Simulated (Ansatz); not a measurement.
Base system: InP in the zinc blende structure (space group F-43m, No. 216; a = 5.827 Å). Axes: x, y, z lie along the cube axes.

The values are results of Kohn–Sham DFT with the LDA functional, run in Ansatz (a quantum-chemistry and plane-wave program) with PAW and 420 eV plane waves, no SOC, not measurements.

For the base:

- Electron mass: 0.046 mₑ (at Γ)

Now apply this change: the cell is compressed by 2.00 % along z with no lateral relaxation; the atoms relax in the strained cell.

**Question.** What does the calculation give for the electron mass and energy relative to the base after the change?

**Answer.** The electron mass changes from 0.046 mₑ (at Γ) to 0.050 mₑ along z, 0.055 mₑ across (at Γ); the energy rises by 3.1 meV/atom.

The levels and masses belong to the bands next to the band gap. Masses are band curvatures over ±0.01 Å⁻¹ around the edge. Whether these cells are dynamically stable was not tested.
